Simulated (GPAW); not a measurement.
## Equation of state of fcc Au (space group 225): energy against volume (GPAW, PBEsol)

```
Au
1.0
    0.00000     1.98077     1.98077
    1.98077     0.00000     1.98077
    1.98077     1.98077     0.00000
Au
1
Direct
  0.00000   0.00000   0.00000
```

Method: PBEsol, GPAW PAW datasets PBEsol (made by gpaw-setup) (plane waves; GPAW 25.7.0). Settings: mode = pw; ecut = 585 eV; xc = PBEsol; kpts = 25 25 25; mesh shift (steps) = 0 0 0; occupations.name = fermi-dirac; occupations.width = 0.05 eV; nbands = -9; convergence.density = 1e-05 e/electron; convergence.energy = 1e-05 eV/electron; symmetry.symmorphic = false; symmetry.tolerance = 0.0005; maxiter = 100. The cell above is the first row's. The rows scale it uniformly. In all rows the k mesh is held. E is the free energy at the stated smearing, counted from the lowest row.

```
V (Å^3/atom)  E (meV/atom)
------------  ------------
15.543              120.79
15.881               74.71
16.219               41.05
16.557               18.25
16.894                4.96
17.232                0.00
17.570                2.30
17.908               10.94
18.246                   ?
```

Taking the third-order Birch-Murnaghan form, a cubic in V^(-2/3) for E over the 8 complete rows: With u = V^(-2/3) - 0.153, the rows have u = 0.007562, 0.005276, 0.003069, 0.000938, -0.001116, -0.003109, -0.005037, -0.006905. Least squares gives E = 11.146 + 6627.60·u + 996365·u² + 5897779·u³. Residuals (row less fit): 0.000, -0.004, 0.009, 0.006, -0.022, 0.006, 0.012, -0.006; standard error 0.015 (degrees of freedom: 4). Its minimum lies at u = -0.003430, so V0 = (0.149570)^(-3/2) = 17.29. There d²E/du² = 1871000 and d³E/du³ = 3.539e7, so B0 = (4/9) × 17.29^(-7/3) × 1871000 × 0.160218 = 172 GPa (the last factor turns the table's units into GPa), and B0' = 4 + (2/3) × 0.149570 × (3.539e7)/1871000 = 5.9. The program's pressures in the fitted runs (not shown) pass through zero at V = 17.29, 0.01 % from this V0.

Question: What does the fit predict for E at V = 18.246, and how far is the calculated value from it?

Answer: u = -0.008715, so E = 11.146 + 6627.60 × (-0.008715) + 996365 × (-0.008715)² + 5897779 × (-0.008715)³ = 25.158 meV/atom. The calculation gives 25.09 meV/atom, 0.068 meV/atom below the prediction (0.1 % of the range of E in the table). The row lies outside the fitted rows, so this is an extrapolation. From the scatter of the fitted rows alone, a prediction at this place has a standard error of 0.035 meV/atom, so the miss is 1.9 times that.

Carrying the step between the two nearest rows on in a straight line would have given 19.58, off by 5.51; series whose last step already gives the withheld value aren't shown. The scan was laid around a cell of about the measured size, scaled by a guess for this functional. Spin-orbit coupling is off. Cutoffs and mesh are single choices, not tested for convergence of this quantity. Series with a scatter that would blur these digits, or in which a gap closes, are not shown. Nor are scans whose minimum lies at an end fitted in this form.
